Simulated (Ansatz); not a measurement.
# GeS2 (P4₂/nmc, No. 137, 6 atoms in the cell; start mp-1071032)

The numbers are results of PBEsol (Ansatz, a program for electronic structure, PAW), not measurements.

Numerical settings: plane-wave cutoff 520 eV, 10×10×4 k mesh (along the axes of the cell as run), Fermi–Dirac smearing 0.01 eV, scalar-relativistic PAW data made under PBE.

Cell (relaxed with PBE-D3(BJ)):

GeS$_{2}$ is taken in the tetragonal space group P4₂/nmc, origin choice 1 (No. 137), Pearson symbol tP6. Lattice parameters: a = 3.485 Å, b = 3.485 Å, c = 10.844 Å, α = 90.00°, β = 90.00°, γ = 90.00°. Ge on 2b has 4 S at 2.251 Å (tetrahedral). S on 4d sees 2 Ge at 2.251 Å (bent). (Neighbours: up to the widest gap in distance over summed covalent radii, below 1.35, at either atom.)

| Item | Result |
|---|---|
| band gap | 0.95 eV (indirect) |
| smallest direct gap on the k points sampled | 1.14 eV |

Note: cell and atoms aren't relaxed at this level (pressure -0.6 GPa).

Spin–orbit coupling is not included.

The computed numbers hold no vibrational or temperature effects.

A start named mp-… is a Materials Project structure, which need not be a measured phase.
